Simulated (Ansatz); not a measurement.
The parent structure is MoS2 in the 3R-MoS2 type structure (space group R3m, No. 160; layered, stacked along the Cartesian z axis).

```yaml
crystal:
  lattice:
    - [1.57655, 0.91022, 5.99710]
    - [-1.57655, 0.91022, 5.99710]
    - [0.00000, -1.82045, 5.99710]
  atoms:
    - { symbol: Mo, position: [0.00002, 0.00002, 0.00002] }
    - { symbol: S, position: [0.75355, 0.75355, 0.75355] }
    - { symbol: S, position: [0.57974, 0.57974, 0.57974] }
```

Cartesian axes are those of the cell as printed.

(Cell as relaxed with PBE-D3(BJ).)

Levels (all Ansatz, a program for electronic structure, PAW): PBE-D3(BJ) (420 eV, no spin-orbit coupling); PBEsol-D3(BJ) (420 eV, without spin-orbit coupling).

Each level relaxes its own structure.

| base | PBE-D3(BJ) | PBEsol-D3(BJ) |
|---|---|---|
| volume per atom | 17.21 Å³ | 16.21 Å³ |
| lattice parameter a | 3.153 Å | 3.116 Å |
| band gap | 0.77 eV | 0.50 eV |

One thing is altered: biaxial strain −4.68 %, plane normal [001], relaxed out of plane (Cartesian); in-plane vectors clamped, the third vector and the atoms free.

```tsv
quantity	PBE-D3(BJ)	PBEsol-D3(BJ)
mean in-plane stress (compression positive)	+15.5 GPa	+16.9 GPa
volume per atom	16.05 Å³	15.14 Å³
energy relative to the base (free energy F)	+73 meV/atom	+75 meV/atom
band gap	0.97 eV	0.68 eV
```

PBE-D3(BJ)'s in-plane stress lies 1.4 GPa below PBEsol-D3(BJ)'s; PBE-D3(BJ)'s volume per atom lies 0.91 Å³ above PBEsol-D3(BJ)'s (6.0 %); PBE-D3(BJ)'s energy relative to the base lies 2.0 meV/atom below PBEsol-D3(BJ)'s; PBE-D3(BJ)'s band gap lies 0.29 eV above PBEsol-D3(BJ)'s. Neither level is exact; PBEsol-D3(BJ) is the comparison here, not a measurement.

Whether these cells are dynamically stable was not tested.
